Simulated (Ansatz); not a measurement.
O on the 1x1 (111) surface of fcc Ni, ferromagnetic, one in a 2x1 cell, energies for each (10.7 Å²). Energies are against ½ O2(g), without zero-point or thermal terms; each row is named by its start.

Level of theory: PBE (plane waves to 420 eV, PAW; Ansatz, a program for electronic structure).

Task: Which site binds most strongly?
A) hollow Ni-Ni-Ni over Ni at depth 2.0 Å
B) hollow Ni-Ni-Ni over Ni at depth 4.0 Å

Result: B, hollow Ni-Ni-Ni over Ni at depth 4.0 Å. Adsorption energies: hollow Ni-Ni-Ni over Ni at depth 4.0 Å -1.86 eV; hollow Ni-Ni-Ni over Ni at depth 2.0 Å -1.74 eV.
